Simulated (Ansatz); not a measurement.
Input:

```yaml
crystal:
  lattice:
    - [0.00000, 4.35679, 4.35679]
    - [4.35679, -4.35679, 4.35679]
    - [4.35679, 4.35679, 0.00000]
  atoms:
    - { symbol: C, position: [0.49863, 0.25333, 0.49863] }
    - { symbol: C, position: [0.49863, 0.25333, 0.00273] }
    - { symbol: C, position: [0.66667, 0.57074, 0.66667] }
    - { symbol: C, position: [0.66541, 0.58682, 0.16729] }
    - { symbol: C, position: [0.80350, 0.90641, 0.80350] }
    - { symbol: C, position: [0.80350, 0.90641, 0.39300] }
    - { symbol: C, position: [0.00273, 0.25333, 0.49863] }
    - { symbol: C, position: [0.00000, 0.26316, 0.00000] }
    - { symbol: C, position: [0.16729, 0.58682, 0.66541] }
    - { symbol: C, position: [0.16729, 0.58682, 0.16729] }
    - { symbol: C, position: [0.39300, 0.90641, 0.80350] }
    - { symbol: C, position: [0.33333, 0.91842, 0.33333] }
    - { symbol: Si, position: [0.00800, 0.00944, 0.49600] }
    - { symbol: Si, position: [0.16449, 0.33313, 0.16449] }
    - { symbol: Si, position: [0.16449, 0.33313, 0.67102] }
    - { symbol: Si, position: [0.33333, 0.66874, 0.33333] }
    - { symbol: Si, position: [0.33734, 0.66158, 0.83133] }
    - { symbol: Si, position: [0.49600, 0.00944, 0.00800] }
    - { symbol: Si, position: [0.49600, 0.00944, 0.49600] }
    - { symbol: Si, position: [0.67102, 0.33313, 0.16449] }
    - { symbol: Si, position: [0.66667, 0.32680, 0.66667] }
    - { symbol: Si, position: [0.83133, 0.66158, 0.33734] }
    - { symbol: Si, position: [0.83133, 0.66158, 0.83133] }
```

Spin-polarised, with starting moments of sign C0 C0 C0 C0 C+ C+ C0 C+ C0 C0 C+ C0 Si0 Si0 Si0 Si0 Si0 Si0 Si0 Si0 Si0 Si0 Si0.

The values are results of Ansatz (a quantum-chemistry and plane-wave program), PBEsol, PAW, cutoff 420 eV, no spin-orbit coupling, not measurements. Γ-centred 5×3×5 mesh, Fermi–Dirac width 0.01 eV.

### Question
Predict the pressure and gap of the supercell.

### Answer
Pressure: 2.5 GPa
Gap of the supercell: 0.37 eV

The magnetic state is the one reached from the starting moments; the real material's order can differ, and small cells can't hold many antiferromagnetic ones. In so small a cell the defect repeats every few ångströms: this is an ordered compound, not a dilute defect. The defect started on the symmetric site and kept its symmetry, so it may sit on a saddle. Starting moments died away, wholly or in part, for Si vacancy; another magnetic solution may exist. The cell was made from SiC in the zinc blende structure (space group F-43m, No. 216) by this change: Si vacancy. The defect cell is spin-polarised and ends with 0.0 μB.
